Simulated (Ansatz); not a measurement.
Results of LDA (Ansatz, a first-principles code, PAW) for Al2O3 (R-3, No. 148, 10 atoms in the cell; start mp-754624; a measured phase of this formula has another space group).

Numerical settings: plane-wave cutoff 520 eV, 8×8×8 k mesh, Fermi–Dirac smearing 0.01 eV, scalar-relativistic PAW data made under PBE.

Cell (relaxed at this level):

```cif
data_Al4O6
_chemical_formula_sum 'Al4 O6'
_space_group_name_H-M_alt 'P 1'
_space_group_IT_number 1
_cell_length_a 5.21762
_cell_length_b 5.21762
_cell_length_c 5.21762
_cell_angle_alpha 54.420
_cell_angle_beta 54.420
_cell_angle_gamma 54.420
loop_
_space_group_symop_operation_xyz
  'x, y, z'
loop_
_atom_site_label
_atom_site_type_symbol
_atom_site_fract_x
_atom_site_fract_y
_atom_site_fract_z
_atom_site_occupancy
Al1 Al 0.00000 0.00000 0.00000 1
Al2 Al 0.50000 0.50000 0.50000 1
Al3 Al 0.30634 0.30634 0.30634 1
Al4 Al 0.69366 0.69366 0.69366 1
O1 O 0.27917 0.89129 0.60451 1
O2 O 0.72083 0.10871 0.39549 1
O3 O 0.89129 0.60451 0.27917 1
O4 O 0.10871 0.39549 0.72083 1
O5 O 0.60451 0.27917 0.89129 1
O6 O 0.39549 0.72083 0.10871 1
```

Task: Predict the band gap.

Result: 
- band gap: 6.17 eV (on the SCF k mesh)

Note: the relaxation could not lower the start's symmetry, so the cell can be a saddle point above a distorted one.

A start named mp-… is a Materials Project structure, which need not be a measured phase.
